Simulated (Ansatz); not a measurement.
Input and output of a self-consistent single point for CrB₄ (Imm2, 5 atoms in the cell) (Ansatz, a quantum-chemistry and plane-wave program).

Method: PBEsol, default PAW files made with PBE (plane waves; Ansatz).

The change in words: lattice scaled by 0.98; basis.ecutwfc: 420 eV → 210 eV. Reference geometry:
```xyz
5
Lattice="-1.4206 2.3592 2.7217 1.4206 -2.3592 2.7217 1.4206 2.3592 -2.7217" Properties=species:S:1:pos:R:3 pbc="T T T"
Cr     0.0000     0.0000     0.0500
B      0.0000     0.9242     1.8624
B      1.4206     1.4350     0.8594
B      1.4206     1.4350    -0.8594
B      0.0000     0.9242     3.5811
```

Reference input (self-consistent single point, DFT, PBEsol, plane waves, default PAW files made with PBE): basis.ecutwfc = 420 eV; kpoints.mp_grid.grid = 10 10 10; hamiltonian.xc = pbesol; hamiltonian.pseudopotentials = {kind: paw} (the program's default PAW files); scf.occupations.method = gaussian; scf.occupations.width = 0.1 eV. This run's input differs from it in these lines:

Ansatz 0.2 input:
```diff
@@ -3,5 +3,5 @@
   lattice:
-    - [-1.420580, 2.359171, 2.721730]
-    - [1.420580, -2.359171, 2.721730]
-    - [1.420580, 2.359171, -2.721730]
+    - [-1.392168, 2.311988, 2.667295]
+    - [1.392168, -2.311988, 2.667295]
+    - [1.392168, 2.311988, -2.667295]
   atoms:
@@ -13,3 +13,3 @@
 basis:
-  ecutwfc: 420.0
+  ecutwfc: 210.0
 kpoints:
```

Output, abridged:

```
SCF iter   1: F=—  HF=-3955.171393 eV  |F-HF|=—  |Δ(HF+E_count)|=         —  Δρ=9.07e-2  dr2=1.75e0  ethr=1.77e-3  ⟨swp⟩=5.6  Hψ=14285  notcnv=0
all-band conjugate gradients solve this SCF's bands
preconditioner: auto → Kerker (q_TF=auto, 2.605 Å⁻¹)
SCF iter   2: F=—  HF=-3954.417308 eV  |F-HF|=—  |Δ(HF+E_count)|=   7.54e-1  Δρ=3.44e-2  dr2=2.06e-1  ethr=1.77e-3  ⟨swp⟩=2.0  Hψ=7378  notcnv=0  defer=146
   [... lines left out ...]
SCF iter   4: F=—  HF=-3954.260364 eV  |F-HF|=—  |Δ(HF+E_count)|=   4.53e-3  Δρ=2.09e-3  dr2=1.12e-3  ethr=1.25e-4  ⟨swp⟩=1.4  Hψ=4101  notcnv=0  defer=140
SCF iter   5: F=—  HF=-3954.260230 eV  |F-HF|=—  |Δ(HF+E_count)|=   1.34e-4  Δρ=3.19e-4  dr2=2.32e-5  ethr=4.29e-6  ⟨swp⟩=2.0  Hψ=3751  notcnv=0  defer=140
SCF iter   6: F=—  HF=-3954.260293 eV  |F-HF|=—  |Δ(HF+E_count)|=   6.27e-5  Δρ=3.53e-5  dr2=4.09e-7  ethr=8.93e-8  ⟨swp⟩=2.7  Hψ=4687  notcnv=0  defer=140
SCF iter   7: F=-3954.260293 eV  HF=-3954.260293 eV  |F-HF|=4.01e-8  |Δ(HF+E_count)|=   9.35e-9  Δρ=1.31e-5  dr2=7.00e-8  ethr=3.85e-10  ⟨swp⟩=8.2  Hψ=12697  notcnv=0
SCF 1 converged in 7 iterations: F = -3954.260293 eV  dr2 = 7.00e-8
Free energy (F): -3954.260293 eV
Internal energy: -3954.258644 eV  (E = F + TS)
E sigma→0 (E₀):  -3954.259468 eV
Entropy (-TS):   -0.001649 eV (-0.330 meV/atom)
Fermi energy:    14.914688 eV
--- Forces (eV/Å), atoms counted from 1 ---
  atom   1  Cr    -0.00000000     0.00000000    -1.62936648
  atom   2  B      0.00000000     0.52436787     0.39193586
  atom   3  B     -0.00000000    -0.17103431     0.42273236
  atom   4  B      0.00000000    -0.52436787     0.39193586
  atom   5  B      0.00000000     0.17103431     0.42273236
--- Stress (GPa, compression-positive) ---
        7.366686      -0.000000       0.000000
       -0.000000       3.576609      -0.000000
        0.000000      -0.000000      23.694455
  P = ⅓ Tr σ = 11.5459 GPa (115.459 kbar)
  The stress holds the Pulay correction. Without it, at fixed plane waves, as pw.x and ABINIT print it: P = -119.8077 GPa
```

The run converged in 7 iterations. Against the reference run the free energy goes up by 1.46 eV/atom, the pressure goes from 0.14 to 11.55 GPa and the largest force goes from 1.255 to 1.629 eV/Å.

The starting cell comes from a database of computed structures (which also holds hypothetical and non-ambient phases and stackings), without a prior relaxation at this level. Its lattice was rescaled by up to half a per cent. One atom was moved a little off its site on purpose. For this run, on top of that: lattice scaled by 0.98. Spin polarisation is off. Forces in this geometry exceed 1 eV/Å. Ansatz's pressure includes its estimate of the finite-basis (Pulay) stress. Without the estimate this run gives -119.81 GPa. The cutoff lies below the one recommended for these files.
